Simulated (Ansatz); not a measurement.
The reference is BaHfO3 in the cubic perovskite structure (space group Pm-3m, No. 221).

```yaml
crystal:
  lattice:
    - [4.15753, 0.00000, 0.00000]
    - [0.00000, 4.15753, 0.00000]
    - [0.00000, 0.00000, 4.15753]
  atoms:
    - { symbol: Ba, position: [0.00000, 0.00000, 0.00000] }
    - { symbol: Hf, position: [0.50000, 0.50000, 0.50000] }
    - { symbol: O, position: [0.50000, 0.00000, 0.50000] }
    - { symbol: O, position: [0.00000, 0.50000, 0.50000] }
    - { symbol: O, position: [0.50000, 0.50000, 0.00000] }
```

Cartesian axes are those of the cell as printed.

The values are results of Ansatz (a quantum-chemistry and plane-wave program) PBEsol, no SOC, not measurements.

Strains are applied to the cell and any free atomic positions relax; under biaxial strain the out-of-plane vector relaxes too.

One change was made to it. Results:

The energy goes up by 0.7 meV/atom; the electron mass is 0.51 mₑ out of plane, 0.44 mₑ in plane (at Γ); the band gap falls by 0.07 eV, from 3.58 eV to 3.51 eV.

Question: Name the change that was made.
A) biaxial strain +2.50 %, plane normal [111], relaxed out of plane
B) biaxial strain +0.50 %, plane normal [111], relaxed out of plane
C) biaxial strain +1.50 %, plane normal [111], relaxed out of plane
D) biaxial strain +1.00 %, plane normal [111], relaxed out of plane

Answer: B, biaxial strain +0.50 %, plane normal [111], relaxed out of plane. For comparison, the band gap in the other runs: biaxial strain +2.50 %, plane normal [111], relaxed out of plane gives 3.23 eV; biaxial strain +1.50 %, plane normal [111], relaxed out of plane gives 3.37 eV; biaxial strain +1.00 %, plane normal [111], relaxed out of plane gives 3.45 eV.

With Hf present, leaving out spin-orbit coupling can change the band edges. Effective masses come from finite differences of ±0.01 Å⁻¹. Stability against distortions was not tested.
